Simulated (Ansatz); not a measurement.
# HgTe, point defects

The parent structure is an 8-atom supercell of HgTe in the zinc blende structure (space group F-43m, No. 216; a = 6.510 Å) at its relaxed geometry.

One neutral defect a cell, atoms relaxed at fixed cell.

Method: plane-wave PAW DFT at the PBEsol level (Ansatz, a quantum-chemistry and plane-wave program, 420 eV), no spin-orbit coupling.

```json
[
 {"change": "perfect supercell", "largest displacement of a host atom from its site in the perfect cell": "–", "pressure": "0.0 GPa"},
 {"change": "H interstitial (started 2.82 Å from the nearest host atom), symmetric start", "largest displacement of a host atom from its site in the perfect cell": "0.06 Å", "pressure": "0.0 GPa"},
 {"change": "I on a Te site", "largest displacement of a host atom from its site in the perfect cell": "0.18 Å", "pressure": "2.7 GPa"},
 {"change": "Te vacancy", "largest displacement of a host atom from its site in the perfect cell": "1.79 Å", "pressure": "-1.5 GPa"},
 {"change": "Hg vacancy", "largest displacement of a host atom from its site in the perfect cell": "0.08 Å", "pressure": "-2.7 GPa"},
 {"change": "Hg interstitial (started 2.66 Å from the nearest host atom)", "largest displacement of a host atom from its site in the perfect cell": "1.43 Å", "pressure": "0.3 GPa"}
]
```

The cell is small, so the values are those of an ordered compound at a high defect concentration; dilute-limit values will differ. A case with no gap was solved on a k-mesh chosen for an insulator, which is coarse for it. Defects with a symmetric start kept the site's symmetry and may sit on a saddle; the others started slightly shaken. All final runs are without spin polarisation.
